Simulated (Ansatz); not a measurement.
**Response to strain in W3N4**

The parent structure is W$_{3}$N$_{4}$ (space group Pm-3m, No. 221; a = 4.179 Å). Axes: x, y, z lie along the cube axes.

Strains are applied to the cell and any free atomic positions relax; under stress the whole cell relaxes.

Levels (all Ansatz, a first-principles code, PAW): PBEsol (420 eV, spin-orbit coupling left out); r2SCAN (500 eV, scalar-relativistic without spin-orbit coupling).

Pressures by level, all at the geometries relaxed with PBEsol:

| case | PBEsol | r2SCAN |
|---|---|---|
| base | 0.0 GPa | 4.2 GPa |
| uniaxial strain ε_zz = +4.32 % | -12.9 GPa | -9.4 GPa |
| uniaxial stress, 3 GPa compression along z | 1.0 GPa | 5.2 GPa |
| tensor shear ε_xz = −0.89 % | 0.0 GPa | 4.2 GPa |

Single points use the geometry relaxed with PBEsol. Their cutoffs differ, which shifts pressures a little. Stability under load was not tested beyond the relaxation. All final runs are without spin polarisation.
